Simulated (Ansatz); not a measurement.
# BaF₂ (space group Pnma, No. 62; a cell from a computed database, its experimental status unchecked)

```
BaF2
1.0
    6.64296     0.00000     0.00000
    0.00000     4.01344     0.00000
    0.00000     0.00000     7.85734
Ba F
4 8
Direct
  0.24983   0.75000   0.11451
  0.75017   0.25000   0.88549
  0.25017   0.25000   0.61451
  0.74983   0.75000   0.38549
  0.02779   0.25000   0.33293
  0.97221   0.75000   0.66707
  0.47221   0.75000   0.83293
  0.52779   0.25000   0.16707
  0.64127   0.25000   0.57025
  0.35873   0.75000   0.42975
  0.85873   0.75000   0.07025
  0.14127   0.25000   0.92975
```

Computed with Kohn–Sham DFT with the PBEsol functional, run in Ansatz (a quantum-chemistry and plane-wave program) with PAW and 420 eV plane waves, scalar-relativistic without spin-orbit coupling. Settings: 4×7×4 k-points, 0.05 eV Fermi–Dirac smearing.

- Volume per atom: 17.46 Å³
- Density: 5.56 g/cm³
- Band gap: 7.06 eV, direct at Γ
- Electron mass: 0.97 mₑ along a, 0.64 mₑ along b, 0.84 mₑ along c
- Total energy: -2489.841 eV/atom (σ→0; compares only within this code and set-up)

Effective masses come from finite differences of ±0.01 Å⁻¹. Stability against distortions was not tested.
